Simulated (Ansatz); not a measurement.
Base system: Li in the bcc (W type) structure (space group Im-3m, No. 229; a = 3.4343 Å; relaxed with 0.1 eV smearing).

Method: plane-wave PAW DFT at the PBEsol level (Ansatz, a program for electronic structure, 420 eV), no SOC.

For the base:

- Pressure: 0.0 GPa

Modification: an isotropic linear strain of +2.50 %, atoms relaxed at fixed cell.

Task: How does this affect the energy relative to the base and pressure?

Result: The energy increases by 4.5 meV/atom; the pressure goes from zero to -0.9 GPa.

Stability against distortions was not tested.
